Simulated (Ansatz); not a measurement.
Start from MgS in the rock salt structure (space group Fm-3m, No. 225; a = 5.203 Å). Axes: x, y, z lie along the cube axes.

The values are results of r2SCAN in Ansatz (plane waves to 500 eV, PAW, scalar-relativistic without spin-orbit coupling), not measurements.

Base values:

Valley order: X along ⟨100⟩ 3.46 eV; Γ 4.64 eV
Valence-band top at Γ: 0.00, 0.00, 0.00 eV

It is then changed as follows: the cell is stretched by 1.04 % along z with no lateral relaxation, atoms relaxed at fixed cell.

Q: What happens to the valley order?

A: The valley order (the lowest conduction-band minima on the path, energy above the VBM, named in the base's zone) changes from X along ⟨100⟩ 3.46 eV; Γ 4.64 eV to X along [100] 3.39 eV; X along [001] 3.45 eV; Γ 4.53 eV.

Q: Predict the new valence-band top at Γ.

A: The valence-band top at Γ (three highest levels, from the VBM) goes from 0.00, 0.00, 0.00 eV to 0.00, -0.04, -0.04 eV.

Q: How does this affect the energy relative to the base?

A: The energy grows by 0.9 meV/atom.

The levels and masses belong to the bands next to the band gap. The cells carry an imposed strain or load. No phonon test of stability was made.

Ansatz is a first-principles code.
